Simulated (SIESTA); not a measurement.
Band structure of Sc (P6_3/mmc, 4 atoms in the cell).

```yaml
crystal:
  lattice:
    - [3.22198, 0.00000, 0.00000]
    - [-1.61099, 2.79031, 0.00000]
    - [0.00000, 0.00000, 10.36672]
  atoms:
    - { symbol: Sc, position: [0.00000, 0.00000, 0.00000] }
    - { symbol: Sc, position: [0.00000, 0.00000, 0.50000] }
    - { symbol: Sc, position: [0.33333, 0.66667, 0.25000] }
    - { symbol: Sc, position: [0.66667, 0.33333, 0.75000] }
```

Level of theory: GGA PBE, numerical atomic orbitals DZP, PseudoDojo PBE standard norm-conserving potentials (rewritten from UPF to PSML) in SIESTA.

Settings: XC.functional = GGA; XC.authors = PBE; potentials = PseudoDojo PBE standard; PAO.BasisSize = DZP; PAO.EnergyShift = 0.01 Ry; MeshCutoff = 300 Ry; kgrid.MonkhorstPack = 8 8 3; OccupationFunction = FD; ElectronicTemperature = 100 meV; MaxSCFIterations = 150; SCF.Mixer.Method = Pulay; SCF.Mixer.Weight = 0.25; SCF.Mixer.History = 6; SCF.DM.Tolerance = 1.0E-04.

The starting cell was generated: these elements placed on a structure prototype, without a prior relaxation; it need not be a known phase or ordering of this composition. Its lattice was rescaled by a random factor within 2.5 % of one. Values carry the incompleteness of an atom-centred basis.

Levels in eV from the Fermi level, bands 19 to 24:
```csv
point,19,20,21,22,23,24
Γ,-3.72,-1.78,0.47,0.84,0.89,1.50
M,-1.28,-1.20,-0.54,-0.37,-0.37,0.27
K,-0.64,-0.50,-0.50,-0.31,-0.31,-0.14
A,-2.39,-2.39,0.46,0.46,1.45,1.45
L,-1.40,-1.40,-0.52,-0.52,0.05,0.05
H,-0.54,-0.54,-0.48,-0.48,-0.37,-0.37
```

Bands cross the Fermi level along this path, so the cell is metallic at this level.

Higher empty bands are left out: an atom-centred basis made for the valence describes them poorly.
